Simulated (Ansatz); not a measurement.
## A computed series for hypothetical CsCl type InP: pressure series

Start from InP in the CsCl type structure (space group Pm-3m, No. 221; a = 3.388 Å; a hypothetical phase, not in the database extracts checked).

Cell and atoms are relaxed at each pressure.

The values are results of PBEsol (Ansatz, a program for electronic structure, PAW, no spin-orbit coupling), not measurements.

Notes on the quantities. enthalpy: H = E + PV relative to the base's energy.

```json
[
 {"change": "base", "density": "6.22 g/cm³", "enthalpy": "–"},
 {"change": "pressure −2 GPa", "density": "6.05 g/cm³", "enthalpy": "-0.25 eV/atom"},
 {"change": "pressure −1 GPa", "density": "6.14 g/cm³", "enthalpy": "-0.12 eV/atom"},
 {"change": "pressure 0.3 GPa", "density": "6.25 g/cm³", "enthalpy": "+0.04 eV/atom"},
 {"change": "pressure 0.7 GPa", "density": "6.28 g/cm³", "enthalpy": "+0.08 eV/atom"},
 {"change": "pressure 1.5 GPa", "density": "6.34 g/cm³", "enthalpy": "+0.18 eV/atom"},
 {"change": "pressure 3 GPa", "density": "6.45 g/cm³", "enthalpy": "+0.36 eV/atom"},
 {"change": "pressure 5 GPa", "density": "6.59 g/cm³", "enthalpy": "+0.59 eV/atom"},
 {"change": "pressure 7.5 GPa", "density": "?", "enthalpy": "+0.87 eV/atom"},
 {"change": "pressure 10 GPa", "density": "6.91 g/cm³", "enthalpy": "+1.15 eV/atom"}
]
```

### Question
Complete the table.

### Answer

- pressure 7.5 GPa, density: 6.76 g/cm³

Load acts through the strain it causes; cell and atoms are relaxed under it. Stability against distortions was not tested. No other phases were tried under pressure. The final runs are not spin-polarised.
